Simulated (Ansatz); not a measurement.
The starting structures come from a database of crystals and need not be the phases stable at ambient conditions.

The decay constant κ of evanescent states in the gap governs leakage through a thin film.

Input:

```yaml
crystal:
  lattice:
    - [6.99208, 0.00000, 0.00000]
    - [2.33069, 8.30296, 0.00000]
    - [3.49604, 0.00000, 2.01844]
  atoms:
    - { symbol: In, position: [0.88782, 0.33655, 0.00000] }
    - { symbol: In, position: [0.99996, 0.00012, 0.00000] }
    - { symbol: Se, position: [0.38485, 0.84544, 0.00000] }
    - { symbol: Se, position: [0.16967, 0.49099, 0.00000] }
```

Space group of this cell: R3m. The cell was relaxed by PBE-D3(BJ).

Transport runs along the normal of the first two printed cell vectors, the (110) plane of the conventional cell.

The gap is the functional's own, uncorrected, and κ follows it; spin-orbit coupling is left out. Mid-gap values are interpolated between the computed energies.

Question: Estimate the band gap and the smallest decay constant κ at mid-gap that Ansatz (a first-principles code) with r2SCAN returns for this system.

Answer: Gap 0.71 eV on a 14×14×14 mesh; κ = 0.099 1/Å, at (0.000, 0.500) of the in-plane reciprocal vectors. At the zone centre, at the nearest computed energy, the slowest state has κ = 0.20 1/Å.
